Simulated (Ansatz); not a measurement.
Start from MgO in the rock salt structure (space group Fm-3m, No. 225; a = 4.215 Å).

Levels (all Ansatz, an electronic-structure program, PAW, earlier PAW set): PBEsol (420 eV, scalar-relativistic without spin-orbit coupling); r2SCAN (500 eV, no spin-orbit coupling).

Its gap is 4.62 eV with PBEsol and 5.62 eV with r2SCAN.

The change: Sr takes the place of Mg on all its sites, then cell and atoms are relaxed.

With PBEsol the gap becomes 3.20 eV.

If the r2SCAN correction stayed the same, what would the r2SCAN gap be, and what does the r2SCAN run give?

A rigid correction of +1.00 eV gives 4.20 eV. The r2SCAN run gives 3.79 eV, so the correction itself changes by -0.41 eV.

Single points use the geometry relaxed with PBEsol. Stability against distortions was not tested.
